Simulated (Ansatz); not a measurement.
# A computed series for CuI: response to strain

Consider CuI in the zinc blende structure (space group F-43m, No. 216).

Space group F-43m (No. 216); a = b = c = 5.862 Å, α = β = γ = 90.00°

| atom | site | symmetry | x | y | z |
|---|---|---|---|---|---|
| Cu | 4a | -43m | 0.0000 | 0.0000 | 0.0000 |
| I | 4d | -43m | 0.7500 | 0.7500 | 0.7500 |
(The calculation used a cell of 2 atoms; values per cell refer to that cell.)

Strains are applied to the cell and any free atomic positions relax.

All numbers come from Ansatz (a first-principles code) LDA, scalar-relativistic without spin-orbit coupling.

Candidates:
(a) isotropic strain −0.50 %
(b) isotropic strain −2.00 %
(c) isotropic strain −1.50 %
(d) isotropic strain +1.50 %
(e) isotropic strain −1.00 %

Base values:

```
Item       Result
--------  -------
Band gap  1.22 eV
```

Question: Order them by band gap, lowest first.

Answer: (d) isotropic strain +1.50 % (1.09 eV), (a) isotropic strain −0.50 % (1.27 eV), (e) isotropic strain −1.00 % (1.32 eV), (c) isotropic strain −1.50 % (1.36 eV), (b) isotropic strain −2.00 % (1.41 eV)

With I present, leaving out spin-orbit coupling can change the band edges. Whether these cells are dynamically stable was not tested. The final runs are not spin-polarised.
